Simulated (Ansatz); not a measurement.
Take HfSi2 (space group Cmcm, No. 63; a = 3.683 Å, b = 14.598 Å, c = 3.658 Å) as the base.

Now apply this change: the cell is scaled by 0.9673 in all directions, atoms relaxed at fixed cell.

Levels (all Ansatz, a first-principles code, PAW): PBE (420 eV, without spin-orbit coupling); PBE+SOC (420 eV, spin-orbit coupling included).

The geometry is relaxed with PBE.

```
Item            Result
------------  --------
PBE pressure  16.2 GPa
```

With PBE+SOC at the same geometry, the pressure drops by 0.3 GPa to 15.9 GPa.

Single points use the geometry relaxed with PBE. The spin-orbit shifts are approximate. The cells carry an imposed strain or load. No phonon test of stability was made. The runs without spin-orbit coupling are not spin-polarised.
